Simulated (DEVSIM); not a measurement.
Structure: illuminated Si n-on-p cell, one wavelength, with a back-surface field, at 350 K.

Layer 1 from the left is Si, thickness (μm) 0.290, Nd (cm⁻³) 1.7e19, τn (s) 8e-9, τp (s) 3.4e-9, absorption coefficient (cm⁻¹) 500. Layer 2 from the left is Si, thickness (μm) 26.0, Na (cm⁻³) 4.9e15, τn (s) 2.1e-7, τp (s) 2.1e-7, absorption coefficient (cm⁻¹) 500. Layer 3 from the left is Si, thickness (μm) 1.30, Na (cm⁻³) 1.3e18, τn (s) 2.1e-7, τp (s) 2.1e-7, absorption coefficient (cm⁻¹) 500.

Left contact: ohmic, minority hole recombination velocity 1e7 cm/s. Right contact: ohmic, minority electron recombination velocity 70 cm/s. Voltage is applied to the left contact. Recombination: SRH at mid-gap, radiative, Auger. Gap narrowing is on: ΔEg = 6.92 meV × (l + √(l² + 0.5)), l = ln(N/1.3e17 cm⁻³), shared equally by both band edges. Light enters at the left, 4.2e18 photons cm⁻² s⁻¹, one pass, no reflection. Mobility is μmin + (μ − μmin)/(1 + (N/Nref)^α).

Constants are typed, rounded textbook-type inputs, not results; the design itself was drawn at random and stands for no fabricated device. Values at 300 K; Nc and Nv go as T^1.5, mobilities as T to minus their exponent, the gap by Varshni's rule with the affinity fixed.

Si: gap (eV) 1.124, affinity (eV) 4.05, permittivity 11.7, Nc (cm⁻³) 2.86e19, Nv (cm⁻³) 3.1e19, μn (cm²/Vs) 1417, μp (cm²/Vs) 470, μn,min 52, μp,min 45, Nref,n 9.7e16, Nref,p 2.2e17, αn 0.68, αp 0.72, T exponent of μn 2.3, T exponent of μp 2.2, B (cm³/s) 4.7e-15, Cn (cm⁶/s) 2.8e-31, Cp (cm⁶/s) 9.9e-32, Varshni α (eV/K) 0.000473, Varshni β (K) 636.

DEVSIM, 1D drift-diffusion, Boltzmann statistics, complete ionisation; no tunnelling, impact ionisation, image-force lowering or self-heating.

What does the simulation give for the fill factor, the dark forward voltage at 100 A/cm², the potential step across the device at zero bias?

fill factor 0.76; dark forward voltage at 100 A/cm² 0.764 V; potential step across the device at zero bias 0.935 V.
